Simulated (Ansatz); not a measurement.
Bulk modulus B0 of CsCl-type AuZn (cubic form, which distorts at low temperature): levels of theory against measurement

Reference value: 131 GPa (measured, temperature not stated, not corrected to a static lattice; as tabulated in Nepal et al. (2020), arXiv:2007.11150).

```csv
level (code),value (GPa),cell (Å³/atom)
LDA (Ansatz),159,14.83
PBE (Ansatz),___,16.18
PBEsol (Ansatz),143,15.31
PBE-D4 (Ansatz),134,15.55
PBEsol-D3(BJ) (Ansatz),162,14.75
rVV10 (Ansatz),___,16.57
r²SCAN+rVV10 (Ansatz),144,15.37
HSE06 (Ansatz),___,15.93
Hartree–Fock (Ansatz),80.6,17.95
```

Task: Complete the blanks.

Result: 
- PBE (Ansatz, a first-principles code), value (GPa): 117
- rVV10 (Ansatz), value (GPa): 111
- HSE06 (Ansatz), value (GPa): 123

Differences against the reference: LDA +21 %, PBE -10.7 %, PBEsol +9.2 %, PBE-D4 +2.3 %, PBEsol-D3(BJ) +24 %, rVV10 -15.3 %, r²SCAN+rVV10 +9.9 %, HSE06 -6.1 %, Hartree–Fock -38 %.

The reference's temperature isn't stated, so close values are not ranked against it. Off by more than 20 %, or 28 % on the side where a correction would as a rule narrow the miss (bounds picked here): Hartree–Fock (-38 %).

The reference isn't brought to a static lattice, while the calculations are for one, so the differences are not the levels' errors alone. A static lattice is as a rule stiffer than a warm one, by over a tenth in soft solids.  Density-functional levels without +SOC have no spin–orbit coupling. LDA, PBE, PBEsol, PBE-D4, PBEsol-D3(BJ), rVV10, r²SCAN+rVV10, HSE06, Hartree–Fock: symmetry holds this phase in the static calculation, where it need not be a minimum. Hartree–Fock: the cell is over a tenth larger than the published one: the level's own overestimate first of all, though another phase or state, or a fault of the published cell, is possible. Each level is taken at its own relaxed cell. Cutoffs and k meshes differ between the levels. Ansatz's density-functional and Hartree–Fock values are scalar-relativistic unless marked +SOC, with PAW data made under PBE.

Differences are worked out from the printed values.
